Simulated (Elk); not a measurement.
Worked example: self-consistent single point of Y2BiO2 (I4/mmm, 5 atoms in the cell) in Elk.

Method of the run: PBEsol, all-electron FP-LAPW, Elk's shipped species files, APW+lo basis with extra local orbitals in Elk 10.2.4.

The change in words: lattice scaled by 0.98. Reference geometry:
```yaml
crystal:
  lattice:
    - [-1.93561, 1.93561, 6.73631]
    - [1.93561, -1.93561, 6.73631]
    - [1.93561, 1.93561, -6.73631]
  atoms:
    - { symbol: Y, position: [0.66842, 0.66842, 0.00000] }
    - { symbol: Y, position: [0.33158, 0.33158, 0.00000] }
    - { symbol: Bi, position: [0.00000, 0.00000, 0.00000] }
    - { symbol: O, position: [0.75000, 0.25000, 0.50000] }
    - { symbol: O, position: [0.25000, 0.75000, 0.50000] }
```

Reference input (self-consistent single point, DFT, PBEsol, all-electron FP-LAPW, Elk's shipped species files, APW+lo basis with extra local orbitals): xctype = 22; rgkmax = 7.5; stype = 0; swidth = 0.00999582 Ha; ngridk = 7 7 7; gmaxvr = 16 1/bohr; nxlo = 2; lorbcnd = true; rmtscf = 0.89; lmaxi = 2; maxscl = 100. This run's input differs from it in these lines:

```diff
@@ -34,5 +34,5 @@
 avec
-   -3.6577727841    3.6577727841   12.7297809906
-    3.6577727841   -3.6577727841   12.7297809906
-    3.6577727841    3.6577727841  -12.7297809906
+   -3.5846177064    3.5846177064   12.4751857487
+    3.5846177064   -3.5846177064   12.4751857487
+    3.5846177064    3.5846177064  -12.4751857487
```

Output, abridged:

```
│ Self-consistent loop started │
│ Loop number : 1 │
 total energy                :     -28503.7687631
│ Loop number : 2 │
 total energy                :     -28503.9706692
RMS change in Kohn-Sham potential (target) :   0.9247353640     (  0.1000000000E-05)
Absolute change in total energy (target)   :   0.2019061289     (  0.1000000000E-03)
│ Loop number : 3 │
 total energy                :     -28503.4513703
RMS change in Kohn-Sham potential (target) :   0.9067187031     (  0.1000000000E-05)
Absolute change in total energy (target)   :   0.4688223785     (  0.1000000000E-03)
│ Loop number : 4 │
   [... lines left out ...]
Absolute change in total energy (target)   :   0.4289590215E-03 (  0.1000000000E-03)
│ Loop number : 15 │
 total energy                :     -28493.8772106
RMS change in Kohn-Sham potential (target) :   0.4626511400E-06 (  0.1000000000E-05)
Absolute change in total energy (target)   :   0.1392624617E-03 (  0.1000000000E-03)
│ Loop number : 16 │
 total energy                :     -28493.8772118
RMS change in Kohn-Sham potential (target) :   0.1823370616E-06 (  0.1000000000E-05)
Absolute change in total energy (target)   :   0.3353997090E-04 (  0.1000000000E-03)
Convergence targets achieved

│ Loop number : 17 │

Energies :
 Fermi                       :     0.319031097480
 total energy                :     -28493.8772167

Density of states at Fermi energy :    30.95117292
 (states/Hartree/unit cell)

Estimated indirect band gap :   0.8518179679E-02
 from k-point      9 to k-point      7
Estimated direct band gap   :   0.6237473278E-01
 at k-point     31

Charges :
 core                        :    128.0000000
 valence                     :    49.00000000
 interstitial                :    9.355835636
 muffin-tins (core leakage)
  species :    1 (Y)
   atom    1                 :    36.34943937     (  0.6022442573E-04)
   atom    2                 :    36.34943937     (  0.6022442573E-04)
  species :    2 (Bi)
   atom    1                 :    80.48243544     (  0.3151747594E-02)
  species :    3 (O)
   atom    1                 :    7.231425090     (  0.1068961806E-06)
   atom    2                 :    7.231425090     (  0.1068961806E-06)
 total in muffin-tins        :    167.6441644
 total calculated charge     :    177.0128683
 total charge                :    177.0000000
 error                       :   0.1286827197E-01

│ Self-consistent loop stopped │
```

The run converged in 17 iterations. The count includes the last loop, which Elk runs after its targets are met. Against the reference run the total energy rises by 6.0 meV/atom.

The starting cell comes from a database of computed structures (which also holds hypothetical and non-ambient phases and stackings), without a prior relaxation at this level. For this run, on top of that: lattice scaled by 0.98. Spin-orbit coupling is off. Values depend on the basis (sphere radii, cutoffs, local orbitals), which need not be converged. The log's line on a gap gives a spacing of levels on this mesh, which the program prints for metals too.

Cost on one core of a shared machine: roughly 4 min.
